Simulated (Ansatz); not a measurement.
Functionals compared on Cl on the 1x1 (0001) surface of hcp Sc, one in a 2x2 cell, started at the site 'hollow Sc-Sc-Sc', in Ansatz (plane waves, PAW). The structure was relaxed with PBE; the other rows are single points on it, each with its references at the same level. Cutoff 420 eV (500 eV for r2SCAN).

Set-up: 17 atoms, 7.6 Å thick at the start under the adsorbate (thin: gaps and levels are the slab's own); mesh 5x5x1; 0.1 eV smearing; dipole correction on; 8 atoms held, the rest relaxed; symmetry of the start imposed; no spin, no spin-orbit, no U, no dispersion correction. At the end it is bonded to 3 Sc. In PBE it is, or lies within 0.03 eV of, the lowest of the starts that converged. These notes are the PBE run's. Adsorption energies are against ½ Cl2(g). A negative adsorption energy means that the adsorbate is more stable on the surface than in its reference.

```csv
functional,adsorption energy (eV),work function of the top face (eV),change of the work function (eV),rough cost of the single point
PBE,-3.83,3.47,-0.11,–
RPBE,[?],[?],[?],about 60 core-seconds (a rough figure)
r2SCAN,-4.30,3.42,-0.23,around 110 core-seconds (rough)
```

### Question
Fill in the missing entries.

### Answer

- RPBE, adsorption energy (eV): -3.66
- RPBE, work function of the top face (eV): 3.34
- RPBE, change of the work function (eV): -0.15

Ansatz is a program for electronic structure.
